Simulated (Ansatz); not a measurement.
# Effect of P → N on GaP

Start from GaP in the zinc blende structure (space group F-43m, No. 216; a = 5.4517 Å).

Now apply this change: full substitution P → N, then cell and atoms are relaxed.

All numbers come from r2SCAN, PAW, 500 eV (Ansatz, an electronic-structure program; no SOC), earlier PAW set. Γ-centred 13×13×13 mesh, Fermi–Dirac width 0.05 eV, for the changed cell.

The volume per atom falls by 8.878 Å³ (20.25 Å³ → 11.38 Å³) and the density increases by 1.98 g/cm³, from 4.13 g/cm³ to 6.11 g/cm³. The space group stays F-43m (No. 216) and the shortest interatomic distance falls by 0.413 Å (2.361 Å → 1.948 Å). The band gap rises by 0.32 eV (1.85 eV → 2.17 eV) and the gap character becomes direct at Γ (base: indirect, Γ → Γ–X (87 % along)). The width of the top valence band goes up by 0.18 eV to 3.72 eV and the electron mass changes from 1.1 mₑ along k, 0.23 mₑ across (off the special points) to 0.17 mₑ (at Γ).

Final structure:

```
CELL_PARAMETERS angstrom
      0.00000     2.24907     2.24907
      2.24907     0.00000     2.24907
      2.24907     2.24907     0.00000
ATOMIC_POSITIONS crystal
  N  0.75000 0.75000 0.75000
  Ga 0.00000 0.00000 0.00000
```

Masses are band curvatures over ±0.01 Å⁻¹ around the edge. Along k means along the line from Γ to the band edge. Whether these cells are dynamically stable was not tested. This is not the structure that GaN has at room temperature and ambient pressure.
